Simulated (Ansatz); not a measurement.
The parent structure is Si in the diamond structure (space group Fd-3m, No. 227).

Space group Fd-3m, origin choice 1 (No. 227); a = b = c = 5.4443 Å, α = β = γ = 90.00°

```tsv
atom	site	symmetry	x	y	z
Si	8a	-43m	0.0000	0.0000	0.0000
```
(The calculation used a cell of 2 atoms; values per cell refer to that cell.)

All numbers come from r2SCAN (Ansatz, an electronic-structure program, PAW, without spin-orbit coupling).

One change was made to it. Results:

```
quantity                          base    after
-----------------------------  -------  -------
band gap                       0.78 eV  0.61 eV
shortest interatomic distance  2.357 Å  2.291 Å
```

Question: Name the change that was made.
(A) pressure 10 GPa
(B) pressure −2 GPa
(C) pressure 0.7 GPa
(D) pressure 5 GPa
(E) pressure 3 GPa

Answer: A, pressure 10 GPa. For comparison, the band gap in the other runs: pressure −2 GPa gives 0.81 eV; pressure 5 GPa gives 0.69 eV; pressure 0.7 GPa gives 0.76 eV; pressure 3 GPa gives 0.72 eV.

Load acts through the strain it causes; cell and atoms are relaxed under it. Whether these cells are dynamically stable was not tested. Tetrahedral semiconductors of this kind turn to denser phases somewhere between about 1 and 50 GPa; those were not computed, so compressed cells here can lie past the real transition.
